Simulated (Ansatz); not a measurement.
**ZnO: response to strain**

Start from ZnO in the wurtzite structure (space group P6_3mc, No. 186; a = 3.187 Å, c = 5.153 Å).

Strains are applied to the cell and any free atomic positions relax.

The values are results of plane-wave PAW DFT at the LDA level (Ansatz, a first-principles code, 420 eV), without spin-orbit coupling, not measurements.

```csv
isotropic strain (%),band gap (eV)
-3,0.94
-2.4,?
-1.8,0.89
-1.2,0.86
0,0.80
```

### Question
Fit E_g = E₀ + Dε (ε in %) to the rows shown and predict the withheld row.

### Answer
Least squares on the printed values gives E₀ = 0.80 eV, D = -46.8 meV per % of strain (largest residual 0.00 eV); this predicts 0.91 eV, and the run gives 0.91 eV, in agreement.

Gaps are Kohn–Sham eigenvalue differences; semilocal functionals usually give less than the measured gap. Whether these cells are dynamically stable was not tested.
